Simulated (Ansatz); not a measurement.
By PBEsol, the system below comes out a metal.

Without scattering a metal conducts by its projected Fermi surface.

Consider the following.

```yaml
crystal:
  lattice:
    - [3.56517, 0.00000, 0.00000]
    - [0.00000, 6.98595, 0.00000]
    - [0.00000, -0.89196, 3.41567]
  atoms:
    - { symbol: Ti, position: [0.25000, 0.20624, 0.10312] }
    - { symbol: Ti, position: [0.75000, 0.79376, 0.89688] }
    - { symbol: Si, position: [0.25000, 0.88350, 0.44175] }
    - { symbol: Si, position: [0.75000, 0.11650, 0.55825] }
    - { symbol: Si, position: [0.25000, 0.50062, 0.75031] }
    - { symbol: Si, position: [0.75000, 0.49938, 0.24969] }
```

Space group of this cell: Cmcm. The cell is taken as given; by PBEsol its mean pressure is -2.2 GPa.

The current flows along the normal of the first two printed cell vectors. No spin-orbit coupling; the value is a mean over 0.1 eV about the Fermi level.

### Question
Give the ballistic conductance per area that Ansatz (a quantum-chemistry and plane-wave program) with PBEsol yields.

### Answer
0.36 × 10¹⁵ S/m² for both spins.
